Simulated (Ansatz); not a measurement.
The reference is ZnSnO$_{3}$ (space group R3c, No. 161).

```xyz
10
Lattice="2.6392 1.5237 4.6700 -2.6392 1.5237 4.6700 0.0000 -3.0474 4.6700" Properties=species:S:1:pos:R:3 pbc="T T T"
Zn     0.0000     0.0000     4.1318
Zn     0.0000     0.0000    11.1368
Sn     0.0000     0.0000     0.1761
Sn     0.0000     0.0000     7.1811
O      1.5978     0.0414     5.8039
O     -0.8347     1.3631     5.8039
O     -0.7631    -1.4044     5.8039
O      0.7631     1.6430     8.1389
O     -1.8044    -0.1606     8.1389
O      1.0413    -1.4824     8.1389
```

Cartesian axes are those of the cell as printed.

Computed with plane-wave PAW DFT at the PBEsol level (Ansatz, a first-principles code, 420 eV), no SOC.

Strains are applied to the cell and any free atomic positions relax; under biaxial strain the out-of-plane vector relaxes too.

One change was made to it. Results:

| quantity | base | after |
|---|---|---|
| pressure (mean of the normal stresses, compression positive) | 0.00 GPa | 0.17 GPa |
| valence-band top at Γ (three highest levels, from the VBM) | 0.00, 0.00, -0.59 eV | 0.00, -0.01, -0.58 eV |
| energy relative to the base (free energy F) | 0 meV/atom | +0.8 meV/atom |

Q: Which of these changes matches the shifts?
A) biaxial strain −4.43 %, plane normal [001], relaxed out of plane
B) strain tensor (xx, yy, zz, yz, xz, xy) = (+0.10, −0.30, +0.16, −0.20, −0.82, −0.08) %
C) biaxial strain −0.96 %, plane normal [001], relaxed out of plane
D) biaxial strain −1.77 %, plane normal [001], relaxed out of plane
E) biaxial strain −1.52 %, plane normal [001], relaxed out of plane

A: B, strain tensor (xx, yy, zz, yz, xz, xy) = (+0.10, −0.30, +0.16, −0.20, −0.82, −0.08) %. For comparison, the valence-band top at Γ in the other runs: biaxial strain −1.52 %, plane normal [001], relaxed out of plane gives 0.00, 0.00, -0.69 eV; biaxial strain −1.77 %, plane normal [001], relaxed out of plane gives 0.00, 0.00, -0.71 eV; biaxial strain −0.96 %, plane normal [001], relaxed out of plane gives 0.00, 0.00, -0.66 eV; biaxial strain −4.43 %, plane normal [001], relaxed out of plane gives 0.00, 0.00, -0.86 eV.

The levels and masses belong to the bands next to the band gap. Whether these cells are dynamically stable was not tested.
